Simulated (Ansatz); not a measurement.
A 64-atom cell of In(As,Sb) started in the zinc blende structure, site fractions As 0.875, Sb 0.125, short-range order +0.05 among the nearest mixed sites of the first mixed sublattice (0 is random, a negative value favours unlike neighbours), space group P1 at the end. The mixed sublattice has 32 sites.

The mixing enthalpy is taken against the end members in the zinc blende type, relaxed in the same cell and mesh.

Method: PBE (plane waves to 420 eV, PAW; Ansatz, a first-principles code). Spin–orbit coupling is left out; with elements this heavy it can move edges by tenths of an eV. Its k-point mesh 2×2×2 shifted by 0.5, 0.5, 0.5, Fermi–Dirac width 0.01 eV.

```
cell      energy at zero smearing (eV)
--------  ----------------------------
InAs                       -334542.910
InSb                       -386642.679
In8As7Sb                   -341054.854
```

Work out the mixing enthalpy per mixed site and the interaction parameter Ω of a regular solution.

With x = 4/32 of the second end member, ΔH = [-341054.854 − 28/32 × (-334542.910) − 4/32 × (-386642.679)] / 32 = 16.5 meV against the separate end members. Ω = ΔH / x(1 − x) = 151 meV, which puts the top of the miscibility gap of this model at Ω / 2k = 880 K.
